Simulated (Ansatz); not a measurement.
Base system: BP in the zinc blende structure (space group F-43m, No. 216; a = 4.5366 Å).

The values are results of r2SCAN (Ansatz, a program for electronic structure; PAW; 500 eV plane waves; no spin-orbit coupling), not measurements.

Base values:

The band gap comes out as 1.41 eV and the pressure comes out as 0.00 GPa. The hole mass is 0.24, 0.24, 0.32 mₑ (at Γ) and the smallest direct gap is 3.60 eV.

Perturbation: an isotropic linear strain of −3.00 %, atoms relaxed at fixed cell.

### Question
What does the calculation give for the band gap, pressure, hole mass and smallest direct gap after the change?

### Answer
The band gap drops by 0.14 eV (1.41 eV → 1.27 eV); the pressure goes from zero to 18.35 GPa; the hole mass (degenerate bands, along [100]) becomes 0.23, 0.23, 0.36 mₑ (at Γ) (base: 0.24, 0.24, 0.32 mₑ (at Γ)); the smallest direct gap goes up by 0.16 eV (3.60 eV → 3.76 eV).

Masses are band curvatures over ±0.01 Å⁻¹ around the edge. No phonon test of stability was made.
